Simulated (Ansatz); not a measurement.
The reference is ZrC in the rock salt structure (space group Fm-3m, No. 225; relaxed with 0.1 eV smearing).

```xyz
2
Lattice="0.0000 2.3544 2.3544 2.3544 0.0000 2.3544 2.3544 2.3544 0.0000" Properties=species:S:1:pos:R:3 pbc="T T T"
Zr     0.0000     0.0000     0.0000
C      2.3544     2.3544     2.3544
```

Cartesian axes are those of the cell as printed.

Method: plane-wave PAW DFT at the PBE level (Ansatz, an electronic-structure program, 420 eV), scalar-relativistic without spin-orbit coupling.

Perturbation: an isotropic linear strain of +1.50 %; the atoms relax in the strained cell.

Question: Predict the stress tensor and what it implies for the stiffness.

Answer: Stress of the strained cell less that of the base (GPa, compression positive):
```
   -9.1     0.0     0.0
    0.0    -9.1     0.0
    0.0     0.0    -9.1
```

Then B = −ΔP/(ΔV/V₀) with ΔV/V₀ = 0.0457 gives secant stiffness values (nonlinear terms included at this strain): B ≈ 198 GPa.

As a check, the harmonic strain energy −½ V₀ Δσ:ε is 17 meV/atom; the computed energy rise is 18 meV/atom.

No phonon test of stability was made. All final runs are without spin polarisation.
